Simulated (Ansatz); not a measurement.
The parent structure is CaO in the rock salt structure (space group Fm-3m, No. 225; a = 4.767 Å). Axes: x, y, z lie along the cube axes.

Modification: strain tensor (xx, yy, zz, yz, xz, xy) = (−0.71, −1.73, −0.43, +0.90, +1.53, +0.75) %, atoms relaxed at fixed cell.

Levels (all Ansatz, a program for electronic structure, PAW): PBEsol (420 eV, spin-orbit coupling left out); r2SCAN (500 eV, no spin-orbit coupling).

The geometry is relaxed with PBEsol.

PBEsol gap character: indirect, Γ → V
PBEsol lowest conduction level above the VBM at special points: V 3.45 eV; U 3.49 eV; T 3.49 eV; Γ 4.95 eV
PBEsol pressure: 3.60 GPa

With r2SCAN at the same geometry, the gap character stays indirect, Γ → V; the lowest conduction level above the VBM at special points goes from V 3.45 eV; U 3.49 eV; T 3.49 eV; Γ 4.95 eV to V 4.10 eV; U 4.14 eV; T 4.15 eV; Γ 5.82 eV; the pressure goes up by 2.43 GPa to 6.03 GPa.

Single points use the geometry relaxed with PBEsol. Their cutoffs differ, which shifts pressures a little. Stability against distortions was not tested. The base started in Cmce and relaxed to Fm-3m at this level. Labels are those of the standard path for the cell's own space group.
